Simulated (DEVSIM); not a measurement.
Device: Schottky contact on n-type CdTe, at 300 K.

Layer 1 from the left is CdTe, thickness (μm) 0.500, Nd (cm⁻³) 1e16, τn (s) 1.9e-8, τp (s) 1.9e-8.

Left contact: Schottky, work function 4.94 eV, emission velocity 7e6 cm/s. Right contact: ohmic. Voltage is applied to the left contact. Recombination: SRH at mid-gap, radiative. Mobility is μmin + (μ − μmin)/(1 + (N/Nref)^α).

The device is made up for the run: typed textbook-type constants, with dimensions and the other settings drawn at random. Values at 300 K.

CdTe: gap (eV) 1.5, affinity (eV) 4.28, permittivity 10.2, Nc (cm⁻³) 8e17, Nv (cm⁻³) 1.8e19, μn (cm²/Vs) 1000, μp (cm²/Vs) 80, μn,min 100, μp,min 10, Nref,n 1e17, Nref,p 1e17, αn 0.6, αp 0.6, B (cm³/s) 1e-10.

Model (solved in DEVSIM): 1D drift-diffusion, Boltzmann statistics, complete ionisation; no tunnelling, impact ionisation, image-force lowering or self-heating. Metal contacts follow the ideal Schottky-Mott rule: no Fermi-level pinning, no interface dipoles.

Dark forward current:

```
|V| (V)  |J| (A/cm²)
-------  -----------
0.05        3.571e-5
0.10       0.0002797
0.15        0.001945
0.20         0.01327
0.25         0.08997
0.30          0.6049
0.35           4.002
0.40           25.26
0.45           136.2
0.50           504.5
0.55            1204
0.60            2138
```

**Question.** Work out the local ideality factor n = ΔV / (kT/q · ln(J2/J1)) between the rows 0.15 and 0.20 V, 0.55 and 0.60 V.

**Answer.** kT/q = 25.85 mV. From 0.15 to 0.20 V: ln(0.01327/0.001945) = 1.920, n = 1.01, near the 1 of diffusion or emission over a barrier. From 0.55 to 0.60 V: ln(2138/1204) = 0.574, n = 3.37; the layers' resistance at their doping, Σ W/(qμN) = 3.8e-5 Ω cm², would take 36 mV of this step of 50 mV.

**Question.** Estimate the current at 0.25 V for emission alone, J0 = q v N_band exp(−φB/kT), and read the barrier back from the simulated current.

**Answer.** φB = 0.660 eV, N_band = 8.00e17 cm⁻³, J0 = 7.32e-6 A/cm²; J = J0 (exp(qV/kT) − 1) = 0.116 A/cm². The simulation gives 0.0900 A/cm²; the estimate lies 29 % above. Read backwards, the simulated current gives an apparent barrier of 0.667 eV. The estimate leaves out transport through the depletion region and minority injection.
